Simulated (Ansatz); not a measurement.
Pressure series in hypothetical zinc blende CsI

Start from CsI in the zinc blende structure (space group F-43m, No. 216; a = 8.743 Å; a hypothetical phase, not in the database extracts checked).

Cell and atoms are relaxed at each pressure.

Levels (all Ansatz, a quantum-chemistry and plane-wave program, PAW): PBE (420 eV, scalar-relativistic without spin-orbit coupling); PBEsol (420 eV, no SOC).

The base cell above is that of PBE; each level relaxes its own structures.

| case | band gap, PBE | band gap, PBEsol |
|---|---|---|
| pressure 0.9 GPa | 3.84 eV | (withheld) |
| pressure 2.1 GPa | 3.92 eV | (withheld) |
| pressure 4.5 GPa | 3.99 eV | (withheld) |
| pressure 9 GPa | 3.97 eV | 3.87 eV |
| pressure 15 GPa | 3.86 eV | 3.69 eV |
| pressure 22.5 GPa | 3.68 eV | 3.45 eV |
| pressure 30 GPa | 3.48 eV | 3.22 eV |

### Question
Complete the table.

### Answer

- pressure 0.9 GPa, band gap, PBEsol: 3.91 eV
- pressure 2.1 GPa, band gap, PBEsol: 3.95 eV
- pressure 4.5 GPa, band gap, PBEsol: 3.95 eV

The two levels differ by at most about 0.26 eV. They disagree on the order of pressure 9 GPa and pressure 0.9 GPa and of 2 more pairs.

With I present, leaving out spin-orbit coupling can change the band edges. Load acts through the strain it causes; cell and atoms are relaxed under it. Whether these cells are dynamically stable was not tested. Competing high-pressure phases were not computed.
